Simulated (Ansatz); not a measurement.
The reference is SnO2 in the rutile structure (space group P4_2/mnm, No. 136).

SnO2 has the tetragonal space group P4₂/mnm (No. 136), the rutile structure, Pearson symbol tP6. Cell: a = 4.7692 Å, b = 4.7692 Å, c = 3.2120 Å, α = 90.00°, β = 90.00°, γ = 90.00°. Sn on 2a is coordinated by 6 O at 2.066–2.070 Å (octahedral). O on 4f is surrounded by 3 Sn at 2.066–2.070 Å (trigonal planar). (Neighbours: up to the widest gap in distance over summed covalent radii, below 1.35, at either atom; cation-cation and far metal-metal contacts left out.)

Computed with PBEsol (Ansatz, an electronic-structure program; PAW; 420 eV plane waves; spin-orbit coupling left out).

Strains are applied to the cell and any free atomic positions relax.

One change was made to it. Results:

```csv
quantity,base,after
"pressure (mean of the normal stresses, compression positive)",0.00 GPa,12.19 GPa
mean gap deformation potential ΔEg/Δln V,–,-11.2 eV
electron mass,"0.17 mₑ along c, 0.19 mₑ across (at Γ)","0.20 mₑ along c, 0.23 mₑ across (at Γ)"
energy relative to the base (free energy F),0 meV/atom,+23 meV/atom
```

Question: Which of these changes matches the shifts?
(A) isotropic strain −2.40 %
(B) isotropic strain −1.20 %
(C) isotropic strain −0.60 %
(D) isotropic strain −1.80 %
(E) isotropic strain −3.00 %

Answer: D, isotropic strain −1.80 %. For comparison, the electron mass in the other runs: isotropic strain −1.20 % gives 0.19 mₑ along c, 0.21 mₑ across (at Γ); isotropic strain −3.00 % gives 0.21 mₑ along c, 0.25 mₑ across (at Γ); isotropic strain −2.40 % gives 0.20 mₑ along c, 0.24 mₑ across (at Γ); isotropic strain −0.60 % gives 0.18 mₑ along c, 0.20 mₑ across (at Γ).

Masses are band curvatures over ±0.01 Å⁻¹ around the edge. Whether these cells are dynamically stable was not tested.
